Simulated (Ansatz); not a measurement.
System: AgO (P2₁/c, No. 14, 8 atoms in the cell; start mp-1079720). Method: r²SCAN-D4 in Ansatz (plane waves, PAW).

Numerical settings: plane-wave cutoff 500 eV, 8×12×8 k mesh (along the axes of the cell as run), Fermi–Dirac smearing 0.05 eV, no spin polarisation, scalar-relativistic PAW data made under PBE.

Cell (relaxed at this level):

```xyz
8
Lattice="5.7726 0.0000 0.0123 0.0000 3.4840 0.0000 -1.6275 0.0000 5.2704" Properties=species:S:1:pos:R:3 pbc="T T T"
Ag    -0.8138     1.7420     2.6352
Ag     0.0000     0.0000     0.0000
Ag     2.8863     1.7420     0.0061
Ag     2.0725     0.0000     2.6413
O      3.6372     0.5626     1.4760
O      0.5078     2.9213     3.8066
O      1.3216     2.3046     1.1714
O      2.8234     1.1793     4.1112
```

Question: Predict the band gap.

Answer: 
- band gap = 0.14 eV (under three smearing widths, so not firm)

Note: the relaxation could not lower the start's symmetry, so the cell can be a saddle point above a distorted one.

Spin–orbit coupling is not included.

The computed numbers hold no vibrational or temperature effects.

A start named mp-… is a Materials Project structure, which need not be a measured phase.

Ansatz is an electronic-structure program.
